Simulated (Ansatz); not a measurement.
An Ansatz (a first-principles code) input (r2SCAN (Ansatz), no spin-orbit coupling):

Ansatz 0.2 input:
```yaml
crystal:
  lattice:
    - [2.7187111773, 0, 0]
    - [-1.3593555886, 2.3123874927, 0]
    - [0, 0, 4.5089593909]
  atoms:
    - { symbol: Si, position: [0, 0, 0] }
    - { symbol: O, position: [0.6673535517, 0.3347071033, 0.2006945818] }
    - { symbol: O, position: [0.3326464483, 0.6652928967, 0.7993054182] }
basis: { ecutwfc: 500, ecutrho_ratio: 4, xc_grid: 4, fft_grid_basis: typed }
kpoints: { mp_grid: { grid: [14, 14, 7] } }
hamiltonian:
  xc: r2scan
  dispersion: none
  pseudopotentials: { kind: paw }
scf: { occupations: { method: fermi_dirac, width: 0.05 }, convergence: { dr2_threshold: 0.0000000003 } }
output: { forces: true, stress: true }
checkpoint: { write: state.ck, write_every: 1000 }
```

Question: Which symmetry and how many k-points will the program report, and about how many plane waves at Γ?

Answer: Space group C2/m (ITA 12) with 4 operations, k-points 372 of 1372, and 701 plane waves at Γ.

Question: And the final pressure?

Answer: -4.25 GPa (compression positive).

Single points use the geometry relaxed with PBEsol-D3(BJ). The cells carry an imposed strain or load. Stability against distortions was not tested. The cell was made from SiO$_{2}$ in the CdI2 type structure (space group P-3m1, No. 164; a hypothetical phase, not in the database extracts checked; layered, stacked along the Cartesian z axis) by this change: uniaxial strain ε_xx = +1.82 %.
